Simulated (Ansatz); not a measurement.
## Al_Si+N_C in 4H silicon carbide

Level of theory: PBE, PAW (plane waves to 420 eV; Ansatz, an electronic-structure program). Set-up: 96-site cell; 2×2×2 shifted k-points; start: the Si(h) site; C(k) 1.90 Å away; finite-size errors of tenths of an eV; relaxed from one start, so a lower configuration may exist; flagged in the runs: a host whose relaxation on this sampling wasn't shown to rest.

Neighbours after relaxation, in Å: of the Al atom: C 1.97, C 1.97, C 1.98, N 2.01; of the N atom: Si 1.88, Si 1.88, Si 1.88, Al 2.01.

```csv
charge,moment (μB),largest move off a lattice site (Å)
0,not spin-polarised,0.10
```

Flagged in the runs: a host whose relaxation on this sampling wasn't shown to rest.

All states together cost around 5 core-minutes (rough).
